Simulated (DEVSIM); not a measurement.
System: abrupt GaAs p-n junction, at 300 K.

Layer 1 from the left is GaAs, thickness (μm) 11.0, Na (cm⁻³) 8.3e16, τn (s) 3.8e-10, τp (s) 3.8e-10. Layer 2 from the left is GaAs, thickness (μm) 1.00, Nd (cm⁻³) 3.7e16, τn (s) 3.8e-10, τp (s) 3.8e-10.

Left contact: ohmic. Right contact: ohmic. Voltage is applied to the left contact. Recombination: SRH at mid-gap, radiative. Mobility is constant in doping.

This is a model device: material constants are rounded textbook-type values typed into the input, and sizes, dopings and lifetimes were drawn at random. Values at 300 K.

GaAs: gap (eV) 1.424, affinity (eV) 4.07, permittivity 12.9, Nc (cm⁻³) 4.7e17, Nv (cm⁻³) 9e18, μn (cm²/Vs) 8500, μp (cm²/Vs) 400, B (cm³/s) 2e-10.

Problem. Estimate by hand the built-in potential, the peak field at zero bias, the capacitance at -3 V, and compare with a numerical solution.

Solution. 
- Built-in potential: ni = √(Nc Nv) exp(−Eg/2kT) = 2250000 cm⁻³ with Eg = 1.424 eV; Vbi = kT/q ln(Na Nd/ni²) = 1.237 V; numerical 1.237 V.
- Peak field at zero bias: depletion approximation: W = √(2εVbi/(qN)) = 0.263 μm with N = 2.56e16 cm⁻³; field = 2Vbi/W = 94200 V/cm; numerical 92300 V/cm (estimate above by 2.1 %).
- Capacitance at -3 V: C = √(qεN / 2(Vbi + |V|)) = 23.5 nF/cm²; numerical 23.7 nF/cm² (estimate below by 0.61 %).

Model (solved in DEVSIM): 1D drift-diffusion, Boltzmann statistics, complete ionisation; no tunnelling, impact ionisation, image-force lowering or self-heating.
